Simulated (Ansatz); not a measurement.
Start from GaAs in the zinc blende structure (space group F-43m, No. 216; a = 5.6667 Å).

Computed with r2SCAN (Ansatz, a first-principles code; PAW; 500 eV plane waves; without spin-orbit coupling).

Before the change:

| Item | Result |
|---|---|
| Smallest direct gap | 0.96 eV |
| Hole mass | 0.050, 0.34, 0.34 mₑ (at Γ) |

One thing is altered: every lattice vector is shortened by 4.97 %; the atoms relax in the strained cell.

### Question
What happens to the smallest direct gap and hole mass?

### Answer
The smallest direct gap increases by 1.28 eV to 2.24 eV; the hole mass (degenerate bands, along [100]) becomes 0.100, 0.28, 0.28 mₑ (at Γ) (base: 0.050, 0.34, 0.34 mₑ (at Γ)).

Masses are band curvatures over ±0.01 Å⁻¹ around the edge. Stability against distortions was not tested.
